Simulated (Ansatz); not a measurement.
Pressure series in CrI3

Consider CrI$_{3}$ in the BiI3 type structure (space group R-3, No. 148; a = 6.818 Å, c = 19.478 Å (hexagonal axes); ferromagnetic; layered, stacked along the Cartesian z axis).

Cell and atoms are relaxed at each pressure.

The values are results of PBE-D3(BJ)/PAW in Ansatz (a quantum-chemistry and plane-wave program), scalar-relativistic without spin-orbit coupling, not measurements.

```tsv
change	c/a ratio	shortest interatomic distance	band gap
base	2.857	5.123 bohr	1.08 eV
pressure 0.3 GPa	2.843	5.114 bohr	1.07 eV
pressure 0.7 GPa	2.826	5.104 bohr	1.04 eV
pressure 1.5 GPa	2.805	5.086 bohr	1.00 eV
pressure 3 GPa	2.782	5.055 bohr	0.87 eV
pressure 5 GPa	2.766	5.019 bohr	0.75 eV
pressure 7.5 GPa	2.755	4.979 bohr	0.63 eV
pressure 10 GPa	(withheld)	(withheld)	(withheld)
```

Question: Complete the table.

Answer: 
- pressure 10 GPa, c/a ratio: 2.748
- pressure 10 GPa, shortest interatomic distance: 4.944 bohr
- pressure 10 GPa, band gap: 0.53 eV

Other magnetic orders, which the real material may have, were not ruled out. Spin-orbit coupling, missing from the scalar runs, can matter with I. Load acts through the strain it causes; cell and atoms are relaxed under it. Stability against distortions was not tested. No other phases were tried under pressure. The program warned that a D3 coordination switch lies within reach, so dispersion energies are less smooth here.
